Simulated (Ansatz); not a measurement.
Structures of equal composition on the (100) surface of fcc Cu: a layer of Ga in place of the second plane; a layer of Ga in place of the third plane. The slabs share one bottom face, and each structure is named by its start. These are constructed structures in small cells; real faces may alloy, dewet or reconstruct in larger ones, and not all known structures of the face are among them. Slabs of about 9 Å with all that they carry, Fermi-Dirac smearing of 0.1 eV. Bottom of the slabs: a bare face, its two planes held. Relaxed from the named starts with such symmetry as they have, on meshes of like density; energies extrapolated to zero smearing; no spin-orbit coupling, no U. Spin-polarised runs, if any, are marked in brackets, and their order is one that fits the cell; the others ran without spin.

Method: PBE (plane waves to 420 eV, PAW; Ansatz, a first-principles code).

Problem. Put the candidates in order of energy per 1x1 cell, lowest first, for PBE.

Solution. a layer of Ga in place of the second plane (0.000 eV), a layer of Ga in place of the third plane (0.030 eV)
